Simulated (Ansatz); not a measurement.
Consider the following.

```xyz
3
Lattice="4.4821 0.0000 0.0000 2.2411 3.8816 0.0000 2.2411 -1.2939 3.6169" Properties=species:S:1:pos:R:3 pbc="T T T"
Mg     4.4821     0.0000     2.7166
Mg     4.4821     2.5878     0.9003
Ge     0.0000     0.0000     0.0000
```

No spin polarisation.

All numbers come from Ansatz (a first-principles code) LDA, scalar-relativistic without spin-orbit coupling. k-mesh 13×13×13 (Γ-centred); smearing 0.05 eV (Fermi–Dirac).

### Question
Predict the smallest direct gap.

### Answer
1.03 eV.

### Question
Predict the band gap.

### Answer
0.06 eV.

### Question
Predict the gap character.

### Answer
Indirect, Γ → F.

The cells carry an imposed strain or load. Stability against distortions was not tested. The cell was made from Mg₂Ge in the anti-fluorite structure (space group Fm-3m, No. 225) by this change: biaxial strain +0.83 %, plane normal [111], relaxed out of plane. A zero or small gap of Mg2Ge can be the functional's error rather than a property of the material.
